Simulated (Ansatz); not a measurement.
Take Ti in the hcp (Mg type) structure (space group P6_3/mmc, No. 194; a = 2.9359 Å, c = 4.6364 Å) as the base. Axes: x lies along a and z along c of the hexagonal cell.

Structures relaxed with r2SCAN (Ansatz, an electronic-structure program; PAW; 500 eV plane waves; no spin-orbit coupling).

Base:

Simulated powder pattern, Cu Kα, λ = 1.54184 Å (kinematic, ideal powder, no thermal factors, no anomalous dispersion; the 8 strongest lines at most, above 2 %, up to 2θ = 90°):

```tsv
2θ (°)	I/Imax (%)	hkl
35.30	25	(100)
38.85	25	(002)
40.46	100	(101)
53.49	14	(102)
63.36	15	(110)
71.43	15	(103)
76.87	16	(112)
77.92	12	(201)
```

After one change:

Simulated powder pattern, Cu Kα, λ = 1.54184 Å (kinematic, ideal powder, no thermal factors, no anomalous dispersion; the 8 strongest lines at most, above 2 %, up to 2θ = 90°):

```
2θ (°)  I/Imax (%)
------  ----------
33.62           25
36.99           25
38.52          100
50.84           14
60.12           16
67.67           16
72.73           17
73.71           12
```

Task: Which of these changes matches the shifts?
A) tensor shear ε_xy = +0.89 %
B) isotropic strain +4.84 %
C) biaxial strain +3.48 %, plane normal [001], relaxed out of plane
D) uniaxial strain ε_yy = +0.21 %

Result: B, isotropic strain +4.84 %. Its volume per atom is 19.94 Å³ against 17.30 Å³, and its space group is P6_3/mmc (No. 194).

No phonon test of stability was made. The final runs are not spin-polarised.
